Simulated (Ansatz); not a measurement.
Consider the following.

End structure of the (0001) surface of wurtzite GaN, Ga-terminated, 2x2 with 3 H on 4 top atoms (bottom of the slab: 3 H on 4 bottom sites):

```xyz
46
Lattice="6.4370 0.0000 0.0000 -3.2185 5.5746 0.0000 0.0000 0.0000 30.0000" Properties=species:S:1:pos:R:3 pbc="T T T"
N      1.6121     0.9274     9.2319
N      4.8248     0.9274     9.2315
N      0.0000     3.7197     9.2315
N      3.2184     3.7164     9.1575
Ga    -0.0001     1.8583     9.8569
Ga     3.2186     1.9411     9.8198
Ga    -1.6810     4.6039     9.8198
Ga     1.6809     4.6041     9.8201
N      0.0000     1.8582    11.8003
N      3.2185     1.8582    11.8003
N     -1.6092     4.6455    11.8003
N      1.6092     4.6455    11.8003
Ga     1.6092     0.9291    12.4466
Ga     4.8277     0.9291    12.4466
Ga     0.0000     3.7164    12.4466
Ga     3.2185     3.7164    12.4466
N      1.6071     0.9303    14.4103
N      4.8298     0.9281    14.4158
N      0.0018     3.7151    14.4158
N      3.2166     3.7175    14.4177
Ga     0.0022     1.8569    15.0711
Ga     3.2163     1.8573    15.0655
Ga    -1.6096     4.6478    15.0655
Ga     1.6095     4.6453    15.0782
N      0.0044     1.8557    17.0322
N      3.2140     1.8552    17.0289
N     -1.6089     4.6508    17.0289
N      1.6088     4.6457    17.0627
Ga     1.6097     0.9288    17.7310
Ga     4.8272     0.9582    17.6848
Ga    -0.0255     3.7023    17.6848
Ga     3.2438     3.7017    17.6831
N      1.6095     0.9289    19.6650
N      4.8277     0.9530    19.6682
N     -0.0208     3.7044    19.6682
N      3.2395     3.7042    19.6669
Ga     0.0237     1.8445    20.4307
Ga     3.1950     1.8447    20.4308
Ga    -1.6093     4.6725    20.4308
Ga     1.6095     4.6453    19.9380
H      1.5967     0.9364     8.2060
H      4.8403     0.9363     8.2056
H      0.0000     3.7019     8.2056
H     -0.0053     1.8613    21.9909
H      3.2239     1.8625    21.9909
H     -1.6103     4.6386    21.9909
```

Slab: 46 atoms, 13.8 Å thick at the start with caps and adatoms (thin: gaps and levels are the slab's own); k 4x4x1, smearing 0.025 eV, dipole-corrected; 8 atoms held, the rest relaxed; start symmetry kept, larger cells not searched; no spin, no spin-orbit, no U.

Question: What gap of the slab on its k-mesh does PBE run with Ansatz (a quantum-chemistry and plane-wave program) give?

Answer: 1.90 eV

Question: What highest filled level below the top vacuum level does PBE give?

Answer: 6.75 eV
